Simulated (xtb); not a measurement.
xtb 6.7.1, GFN1-xTB: Cr(O)2(NMe2)(Me) (C[N](C)[Cr]([CH3])(=[O])=[O]), 16 atoms. The geometry is a generated start, not checked to be a minimum at this level.

```yaml
method: GFN1-xTB
"--acc": 1 (default)
"--etemp (K)": 300 (default)
detailed input (--input): "none: ANC optimiser, Lindh (1995) Hessian, microcycle=20, maxdispl=1.0, hlow=0.01 (default)"
basis_functions: 52
valence_electrons: 44
```

```xyz
16

Cr     0.5123     0.4658     1.2379
O      0.0948     1.9003     1.6327
O      1.5480    -0.4589     1.9158
N      0.4116     0.2001    -0.5134
C     -0.1843     1.1212    -1.4510
C      1.0069    -0.9186    -1.2041
H      0.5532     1.4360    -2.2025
H     -1.0169     0.6383    -1.9791
H     -0.5588     1.9987    -0.9246
H      0.2491    -1.4388    -1.8068
H      1.8006    -0.5709    -1.8803
H      1.4311    -1.6192    -0.4834
C     -1.2232    -0.5493     1.8280
H     -1.5305    -0.2205     2.8210
H     -1.0453    -1.6248     1.8702
H     -2.0488    -0.3593     1.1395
```

Charge 0 and multiplicity 1 are set for this test and not shown to be the ground state.

The structure is relaxed from this start with --opt LEVEL for the levels crude, sloppy, loose, lax, normal, tight, vtight, extreme, once each. Up to the end of the extreme run atoms move by at most 0.31 Å along an axis.

Q: Choose the cheapest level whose final energy lies within 5 meV of that of extreme.

A: loose: 9 cycles against 22, ending 1.5 meV above.

```csv
level,cycles,energy above the extreme run (meV),gradient norm (eV/Å)
crude,4,12,0.14
sloppy,4,12,0.14
loose,9,1.5,0.061
lax,12,0.54,0.052
normal,15,0.063,0.023
tight,16,0.045,0.017
vtight,21,under 0.01,0.0044
extreme,22,—,0.0017
```
